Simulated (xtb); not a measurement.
xtb 6.7.1, GFN1-xTB: COC[CH]OCCOC, charge 0, multiplicity 2, 22 atoms. The geometry is a generated start, not checked to be a minimum at this level.

- run flags = --grad
- method = GFN1-xTB
- --acc = 1 (default)
- --etemp (K) = 300 (default)
- basis functions = 62
- valence electrons = 55

```xyz
22

C      3.4344     0.9800     0.0794
O      2.6806    -0.0051     0.7400
C      2.2093    -1.0540    -0.1314
C      1.2353    -0.6189    -1.1554
O      0.0076    -0.0977    -0.8733
C     -0.4691    -0.2146     0.4497
C     -1.8680     0.3885     0.5127
O     -2.7874    -0.5623     0.0324
C     -4.0894    -0.0589    -0.1028
H      4.3080     0.5390    -0.4167
H      3.7646     1.6773     0.8467
H      2.8337     1.5136    -0.6666
H      3.0695    -1.5118    -0.6368
H      1.7763    -1.7775     0.5673
H      1.5436    -0.3717    -2.1563
H      0.2071     0.3060     1.1398
H     -0.5366    -1.2707     0.7399
H     -1.8995     1.3039    -0.0979
H     -2.1074     0.6561     1.5558
H     -4.4920     0.2735     0.8649
H     -4.1222     0.7824    -0.8074
H     -4.6985    -0.8773    -0.4841
```

Charge 0 and multiplicity 2 are set for this test and not shown to be the ground state. GFN-xTB has no spin term: --uhf 1 sets the occupations alone.

One run each on 1 thread. Values of broydamp tried: 0.02, 0.05, 0.1, 0.2, 0.4 (default), 0.6, 0.8, 1.

Q: How does the count of SCC iterations change with broydamp, and where is it least?

A: Fewest SCC iterations, within one of each other: 0.4 (default) with 9, 0.6 with 9, 0.8 with 10. The count rises to 15 at 0.02. All converge to one solution.

```json
[
 {"broydamp": "0.02", "SCC iterations": "15", "end": "same solution"},
 {"broydamp": "0.05", "SCC iterations": "14", "end": "same solution"},
 {"broydamp": "0.1", "SCC iterations": "14", "end": "same solution"},
 {"broydamp": "0.2", "SCC iterations": "11", "end": "same solution"},
 {"broydamp": "0.4 (default)", "SCC iterations": "9", "end": "same solution"},
 {"broydamp": "0.6", "SCC iterations": "9", "end": "same solution"},
 {"broydamp": "0.8", "SCC iterations": "10", "end": "same solution"},
 {"broydamp": "1", "SCC iterations": "11", "end": "same solution"}
]
```
